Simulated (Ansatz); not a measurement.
## Si (space group P6_3/mmc, No. 194; a cell from a computed database, its experimental status unchecked)

```cif
data_Si4
_chemical_formula_sum 'Si4'
_space_group_name_H-M_alt 'P 1'
_space_group_IT_number 1
_cell_length_a 3.82486
_cell_length_b 3.82486
_cell_length_c 6.32470
_cell_angle_alpha 90.000
_cell_angle_beta 90.000
_cell_angle_gamma 120.000
loop_
_space_group_symop_operation_xyz
  'x, y, z'
loop_
_atom_site_label
_atom_site_type_symbol
_atom_site_fract_x
_atom_site_fract_y
_atom_site_fract_z
_atom_site_occupancy
Si1 Si 0.33333 0.66667 0.06301 1
Si2 Si 0.66667 0.33333 0.93699 1
Si3 Si 0.66667 0.33333 0.56301 1
Si4 Si 0.33333 0.66667 0.43699 1
```

Calculations: DFT with PBEsol, PAW potentials and a 420 eV plane-wave cutoff in Ansatz (an electronic-structure program), no SOC. k-mesh 10×10×5 (Γ-centred); smearing 0.05 eV (Fermi–Dirac).

```json
{
 "volume_per_atom": "20.03 Å³",
 "density": "2.33 g/cm³",
 "band_gap": "0.30 eV, indirect, Γ → M",
 "Lowest conduction-band minima above the VBM": "M (1/2, 0, 0) 0.30 eV; K (1/3, 1/3, 0) 0.68 eV; Γ 0.97 eV",
 "total_energy": "-621.483 eV/atom (σ→0; compares only within this code and set-up)"
}
```

Whether these cells are dynamically stable was not tested. This is not the structure that Si has at room temperature and ambient pressure. A zero or small gap of Si can be the functional's error rather than a property of the material.
